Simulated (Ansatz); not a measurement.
Input and output of a relaxation of the atoms for LuBi₂ClO₄ (P4mm, 8 atoms in the cell) (Ansatz, a program for electronic structure).

Level of theory: LDA (PW92), default PAW files made with PBE (plane waves; Ansatz).

The change in words: one atom moved by 0.15 angstrom; relax: default → atoms; relax.f_tol: default → 0.001 eV/Å. Reference geometry:
```yaml
crystal:
  lattice:
    - [3.87644, 0.00000, 0.00000]
    - [0.00000, 3.87644, 0.00000]
    - [0.00000, 0.00000, 9.06032]
  atoms:
    - { symbol: Lu, position: [0.00000, 0.00000, 0.00000] }
    - { symbol: Bi, position: [0.50000, 0.50000, 0.27571] }
    - { symbol: Bi, position: [0.50000, 0.50000, 0.72429] }
    - { symbol: Cl, position: [0.00000, 0.00000, 0.50000] }
    - { symbol: O, position: [0.50000, 0.00000, 0.85157] }
    - { symbol: O, position: [0.50000, 0.00000, 0.14843] }
    - { symbol: O, position: [0.00000, 0.50000, 0.85157] }
    - { symbol: O, position: [0.00000, 0.50000, 0.14843] }
```

Reference input (self-consistent single point, DFT, LDA (PW92), plane waves, default PAW files made with PBE): basis.ecutwfc = 420 eV; kpoints.mp_grid.grid = 7 7 3; hamiltonian.xc = lda; hamiltonian.pseudopotentials = {kind: paw} (the program's default PAW files); scf.occupations.method = fixed. This run's input differs from it in these lines:

```diff
@@ -7,3 +7,3 @@
   atoms:
-    - { symbol: Lu, position: [0.00000000, 0.00000000, 0.00000000] }
+    - { symbol: Lu, position: [0.00000000, 0.00000000, 0.01655600] }
     - { symbol: Bi, position: [0.50000000, 0.50000000, 0.27571000] }
@@ -24,2 +24,4 @@
   occupations: { method: fixed }
+relax:
+  f_tol: 0.001
 output:
```

Log, with long lists cut:

```
   [... SCF lines of the steps left out ...]
relax step   1: F+E_penalty+E_count = -41935.88658483 eV  Δ(F+E_penalty+E_count) = +0.000e0 eV  max|allowed force component| = 2.226e0 eV/Å  Δτ_max = 0.0000 Å  (9 SCF iters, dr2 threshold 1.00e-7 eV, accepted)
relax step   2: F+E_penalty+E_count = -41936.00618947 eV  Δ(F+E_penalty+E_count) = -1.196e-1 eV  max|allowed force component| = 1.444e0 eV/Å  Δτ_max = 0.1911 Å  (8 SCF iters, dr2 threshold 1.00e-4 eV, accepted)
   [... lines left out ...]
relax step   7: F+E_penalty+E_count = -41936.10158617 eV  Δ(F+E_penalty+E_count) = -8.268e-5 eV  max|allowed force component| = 2.797e-3 eV/Å  Δτ_max = 0.0077 Å  (6 SCF iters, dr2 threshold 3.96e-8 eV, accepted)
relax step   8: F+E_penalty+E_count = -41936.10158109 eV  Δ(F+E_penalty+E_count) = +5.082e-6 eV  max|allowed force component| = 1.039e-2 eV/Å  Δτ_max = 0.0008 Å  (7 SCF iters, rejected (line search))
relax step   9: F+E_penalty+E_count = -41936.10158687 eV  Δ(F+E_penalty+E_count) = -7.021e-7 eV  max|allowed force component| = 4.669e-5 eV/Å  Δτ_max = 0.0002 Å  (6 SCF iters, accepted)
the relaxation is at rest under the 8 symmetry operations that the run kept from its start: a minimum is not shown …
Free energy (F): -41936.101587 eV
Internal energy: -41936.101587 eV  (E = F + TS)
E sigma→0 (E₀):  -41936.101587 eV
Fermi energy:    8.691133 eV
--- Forces (eV/Å), atoms counted from 1 ---
  atom   1  Lu     0.00000000     0.00000000    -0.00000071
  atom   2  Bi     0.00000000     0.00000000    -0.00001181
  atom   3  Bi    -0.00000000     0.00000000     0.00001574
  atom   4  Cl    -0.00000000     0.00000000    -0.00005049
  atom   5  O      0.00000000     0.00000000     0.00001366
  atom   6  O     -0.00000000     0.00000000    -0.00000523
   [... lines left out ...]
    - { symbol: Bi, position: [0.5, 0.5, 0.733138628645799] }
    - { symbol: Cl, position: [-1.106223188464792e-35, 0.0, 0.5020761727485382] }
    - { symbol: O, position: [0.5, 0.0, 0.8555757758726078] }
    - { symbol: O, position: [0.5, 0.0, 0.14856213297301993] }
    - { symbol: O, position: [6.016301551299746e-36, 0.5, 0.8555757758726078] }
    - { symbol: O, position: [-8.713933537205116e-35, 0.5, 0.14856213297301993] }
```

The run converged. 

Summary of the result:
| Property | Value |
|---|---|
| Free energy E − TS (on the zero of these files) | -41936.1016 eV |
| Top of the valence band (on the code's own zero) | 8.69 eV |
| Gap on the k-point mesh | 1.36 eV |
| Pressure | -6.67 GPa |
| Relaxation steps | 9 |

The starting cell comes from a database of computed structures (which also holds hypothetical and non-ambient phases and stackings), without a prior relaxation at this level. Its lattice was rescaled by up to half a per cent. For this run, on top of that: one atom moved by 0.15 angstrom. Spin-orbit coupling is off. The relaxation keeps the symmetry of its start, so its end need not be a minimum. Ansatz's pressure includes its estimate of the finite-basis (Pulay) stress. Without the estimate this run gives -7.19 GPa.

Cost on one core of a shared machine: roughly 2 min.

Keys are those of Ansatz 0.2.
